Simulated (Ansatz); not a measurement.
Levels about the gap of amorphous Ti₂₀O₄₁Li₂ (63 atoms in a cell of 760 Å³, 3.56 g/cm³; zone centre alone, so wide bands show as single levels with stretches between that a denser mesh fills), at the geometry that PBE relaxed, where it gives 3.2 GPa on a denser mesh. The participation number counts the atoms over which a state spreads; weights are charges in smoothed Voronoi cells. The levels come from a single point, so bond lengths are those of that geometry. Method of the levels: PBE, scalar-relativistic without spin-orbit coupling (Ansatz, a quantum-chemistry and plane-wave program). Sampling: the zone centre alone; Fermi-Dirac width 0.02 eV; no spin polarisation. At PBE the levels at the empty edge of the gap are localised (band-tail or defect states).

The cell was made by melting and quenching with the CHGNet potential and then relaxed with DFT. O atoms were pushed apart under 1.9 Å during the dynamics, to hinder bonds among them. The hot cell started wider than the set density and was brought back towards it in steps. It is the lowest in DFT energy of 2 quenches. It is a model cell: composition and starting density were chosen by hand, and all elements were melted together. No dispersion term was used. Its density started from a set value of 3.56 and ended at 3.56 g/cm³. Cooling (nominally 300 K/ps over its main leg) ran many orders faster than in experiment, which tends to leave more defects and strain. Values belong to this one cell and scatter from quench to quench. The volume was held where the preparation left it and the shape relaxed, at a PBE pressure of 3.2 GPa. Stress components on the final sampling reach 3.2 GPa. On a 2×2×2 Γ-centred mesh force components of up to 0.18 eV/Å stay, since the relaxation ran on the zone centre alone.

| E - E(highest filled), eV | filling | participation number | largest on | weight O | weight Ti | weight Li |
|---|---|---|---|---|---|---|
| -0.34 | filled | 32.9 | O, 3 neighbours | 0.92 | 0.08 | 0.00 |
| -0.27 | filled | 20.5 | O, 3 neighbours | 0.93 | 0.07 | 0.01 |
| -0.22 | filled | 26.4 | O, 3 neighbours | 0.94 | 0.06 | 0.00 |
| -0.18 | filled | 13.3 | O, 3 neighbours | 0.94 | 0.06 | 0.00 |
| -0.13 | filled | 23.0 | O, 3 neighbours | 0.93 | 0.06 | 0.01 |
| -0.05 | filled | 14.4 | O, 3 neighbours | 0.92 | 0.08 | 0.00 |
| 0.00 | filled | 16.7 | O, 3 neighbours | 0.93 | 0.06 | 0.00 |
| 2.69 | empty | 4.6 | Ti, 6 neighbours | 0.19 | 0.81 | 0.00 |
| 2.90 | empty | 13.7 | Ti, 6 neighbours | 0.20 | 0.80 | 0.00 |
| 2.96 | empty | 12.6 | Ti, 6 neighbours | 0.18 | 0.82 | 0.00 |
| 2.99 | empty | 16.6 | Ti, 6 neighbours | 0.18 | 0.82 | 0.00 |
| 3.03 | empty | 18.9 | Ti, 6 neighbours | 0.18 | 0.82 | 0.00 |
| 3.07 | empty | 15.8 | Ti, 6 neighbours | 0.18 | 0.82 | 0.00 |
| 3.11 | empty | 12.9 | Ti, 6 neighbours | 0.19 | 0.81 | 0.00 |

Most localised among these is the empty level at +2.69 eV, on a Ti atom, which has 6 neighbours (O 1.91 Å, O 1.93 Å, O 1.97 Å, O 2.00 Å, O 2.00 Å, O 2.10 Å).
